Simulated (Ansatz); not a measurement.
Lattice parameter a of AlB2-type HfB₂: levels of theory against measurement

Reference value: 3.14 Å (measured, temperature not stated, copied from a table, unchecked, no zero-point or thermal correction; as tabulated in Journal of Nuclear Materials 21, 14 (1967)).

```json
[
 {"level (code)": "LDA (Ansatz)", "value (Å)": "3.103", "difference (%)": "-1.18"},
 {"level (code)": "PBE (Ansatz)", "value (Å)": "3.145", "difference (%)": "+0.16"},
 {"level (code)": "rVV10 (Ansatz)", "value (Å)": "3.146", "difference (%)": "+0.19"},
 {"level (code)": "r²SCAN (Ansatz)", "value (Å)": "3.136", "difference (%)": "-0.13"},
 {"level (code)": "PBE0 (Ansatz)", "value (Å)": "3.134", "difference (%)": "-0.19"}
]
```

The reference's temperature isn't stated, so close values are not ranked against it.

The measured value isn't corrected to a static lattice, so vibrations enter the comparison. A static lattice is as a rule a little smaller than the measured one.  Density-functional levels without +SOC have no spin–orbit coupling. Cutoffs and k meshes differ between the levels. Ansatz's density-functional and Hartree–Fock values are scalar-relativistic unless marked +SOC, with PAW data made under PBE.

Differences are worked out from the printed values.

Ansatz is a program for electronic structure.
